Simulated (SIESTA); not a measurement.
SIESTA run on LuC2 (P1, 3 atoms in the cell): self-consistent single point.

Method: GGA PBEsol, numerical atomic orbitals DZP, PseudoDojo PBEsol standard norm-conserving potentials (rewritten from UPF to PSML) (SIESTA).

The change in words: lattice scaled by 0.98. Reference geometry:
```
CELL_PARAMETERS angstrom
     -1.77805     2.33676     2.43151
      1.77805    -2.33676     2.43151
      1.77805     2.33676    -2.43151
ATOMIC_POSITIONS crystal
  Lu 0.99730 0.99723 0.99969
  C  0.64325 0.50453 0.14822
  C  0.35945 0.49824 0.85209
```

Reference input (self-consistent single point, DFT, GGA PBEsol, numerical atomic orbitals DZP, PseudoDojo PBEsol standard norm-conserving potentials (rewritten from UPF to PSML)): XC.functional = GGA; XC.authors = PBEsol; potentials = PseudoDojo PBEsol standard; PAO.BasisSize = DZP; PAO.EnergyShift = 0.005 Ry; MeshCutoff = 300 Ry; kgrid.MonkhorstPack = 7 8 8; OccupationFunction = MP; OccupationMPOrder = 0; ElectronicTemperature = 3156.43 K; MaxSCFIterations = 150; SCF.Mixer.Method = Pulay. This run's input differs from it in these lines:

```diff
@@ -12,5 +12,5 @@
 %block LatticeVectors
-    -1.778045000    2.336755000    2.431505000
-     1.778045000   -2.336755000    2.431505000
-     1.778045000    2.336755000   -2.431505000
+    -1.742484000    2.290020000    2.382875000
+     1.742484000   -2.290020000    2.382875000
+     1.742484000    2.290020000   -2.382875000
 %endblock LatticeVectors
@@ -18,5 +18,5 @@
 %block AtomicCoordinatesAndAtomicSpecies
-    -0.000684547   -0.000558484   -0.012534408  1
-     0.016891428    0.670503806    2.430435138  2
-     1.761838120    1.666809678    0.013604270  2
+    -0.000670856   -0.000547315   -0.012283721  1
+     0.016553598    0.657093759    2.381826535  2
+     1.726601258    1.633473556    0.013332186  2
 %endblock AtomicCoordinatesAndAtomicSpecies
```

Output (repeated stretches shortened):

```
        iscf     Eharris(eV)        E_KS(eV)     FreeEng(eV)     dDmax    Ef(eV) dHmax(eV)
   scf:    1    -6988.854763    -7020.840791    -7020.912561  0.961235 -5.601321 17.142161
   scf:    2    -7036.475340    -7030.257268    -7030.295428  0.288700 -5.700326  6.239633
   scf:    3    -7032.727324    -7031.638402    -7031.673876  0.086588 -5.527347  2.911191
   scf:    4    -7032.184294    -7032.121357    -7032.154706  0.085700 -5.292939  0.839790
   scf:    5    -7031.993546    -7032.093837    -7032.128054  0.048855 -5.354790  1.075971
   [... 5 lines left out ...]
   scf:   11    -7032.141230    -7032.141229    -7032.174961  0.000141 -5.307536  0.001404
   scf:   12    -7032.141228    -7032.141229    -7032.174961  0.000060 -5.307614  0.001069
   scf:   13    -7032.141229    -7032.141229    -7032.174961  0.000032 -5.307640  0.000198
   scf:   14    -7032.141229    -7032.141229    -7032.174961  0.000007 -5.307648  0.000020
SCF Convergence by DM+H criterion
max |DM_out - DM_in|         :     0.0000074772
max |H_out - H_in|      (eV) :     0.0000204607
SCF cycle converged after 14 iterations

Using DM_out to compute the final energy and forces

siesta: E_KS(eV) =            -7032.1412

siesta: E_KS - E_eggbox =     -7032.1412

siesta: Atomic forces (eV/Ang):
     1    0.008497    0.009086    0.222202
     2   -0.100215    1.170532   -0.032809
     3    0.091528   -1.179434   -0.187908
   Tot   -0.000190    0.000183    0.001485
   Max    1.179434
   Res    0.564264    sqrt( Sum f_i^2 / 3N )
   Max    1.179434    constrained

Stress tensor Voigt[x,y,z,yz,xz,xy] (kbar):      -11.86      -83.43      -13.74        0.21        0.52      -10.62
(Free)E + p*V (eV/cell)    -7031.3123
Target enthalpy (eV/cell)    -7032.1750

   [... lines left out ...]
siesta: FreeEng =     -7032.174961
   [... lines left out ...]
siesta:    -0.007400   -0.006628    0.000324
siesta:    -0.006628   -0.052074    0.000128
siesta:     0.000324    0.000128   -0.008573

siesta: Cell volume =         38.033766 Ang**3

siesta: Pressure (static):
siesta:                Solid            Molecule  Units
siesta:           0.00024704          0.00035067  Ry/Bohr**3
siesta:           0.02268241          0.03219722  eV/Ang**3
siesta:          36.34122499         51.58562625  kBar
```

The run converged in 14 iterations. Against the reference run the free energy goes down by 5.9 meV/atom, the pressure goes from -5.50 to 3.63 GPa and the largest force goes from 0.229 to 1.198 eV/Å.

The starting cell comes from a database of computed structures (which also holds hypothetical and non-ambient phases and stackings), without a prior relaxation at this level. Its atoms were displaced at random from the sites of space group no. 71. For this run, on top of that: lattice scaled by 0.98. Values carry the incompleteness of an atom-centred basis. With a pressure of about 4 GPa the cell is away from its equilibrium volume at this level. Forces in this geometry exceed 1 eV/Å.

Cost on one core of a shared machine: roughly 50 s.
